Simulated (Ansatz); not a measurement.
Functionals compared on the (320) surface of bcc Mo in its 1x1 cell, outermost plane spacing 0.44 Å in the ideal cut, in Ansatz (plane waves, PAW). The structure was relaxed with PBE; the other rows are single points on it, each with its references at the same level. Cutoff 420 eV (500 eV for r2SCAN).

Model: 24-atom slab, 10.1 Å thick at the start (thin: gaps and levels are the slab's own), 12x4x1 mesh, Fermi-Dirac 0.1 eV, dipole correction, all atoms relaxed; start symmetry kept, larger cells not searched; no spin, no spin-orbit, no U. These notes are the PBE run's.

```csv
functional,surface energy (J/m²),work function of the top face (eV),rough cost of the single point
PBE,3.05,4.28,–
LDA,3.46,4.58,roughly 9 core-minutes
PBEsol,3.37,4.38,very roughly 9 core-minutes
RPBE,___,___,roughly 8 core-minutes
r2SCAN,3.27,4.29,about 19 core-minutes (a rough figure)
```

What belongs in the gaps?


- RPBE, surface energy (J/m²): 2.86
- RPBE, work function of the top face (eV): 4.13

Ansatz is an electronic-structure program.
